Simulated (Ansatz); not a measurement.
## BePd (Pm-3m): band-structure transport figures

Here is the system:

```yaml
crystal:
  lattice:
    - [2.79925, 0.00000, 0.00000]
    - [0.00000, 2.79925, 0.00000]
    - [0.00000, 0.00000, 2.79925]
  atoms:
    - { symbol: Be, position: [0.00000, 0.00000, 0.00000] }
    - { symbol: Pd, position: [0.50000, 0.50000, 0.50000] }
```

These are r2SCAN, rigid bands (plane waves, PAW, scalar-relativistic; Ansatz, a quantum-chemistry and plane-wave program) values and carry that method's errors. Condition of this run: functional r2SCAN on the same cell. Cell: cell and atoms relaxed with PBEsol.

```yaml
density of states at the Fermi level: 1.02 states/(eV·cell), both spins
bare Sommerfeld coefficient: 1.20 mJ/(mol of atoms·K²)
drude_plasma_energy: 7.3 eV
root-mean-square Fermi velocity: 6.7e5 m/s
resistivity times τ: 9.1 ×10⁻²² Ω·m·s
```

A metal at this level (no band gap); rigid bands, thermally averaged at 300 K, both spins. Spin-orbit coupling is left out. τ is one relaxation time for all states.

Formula and space group known from diffraction (Crystallography Open Database), not checked to be the room-temperature form: BePd (Pm-3m).
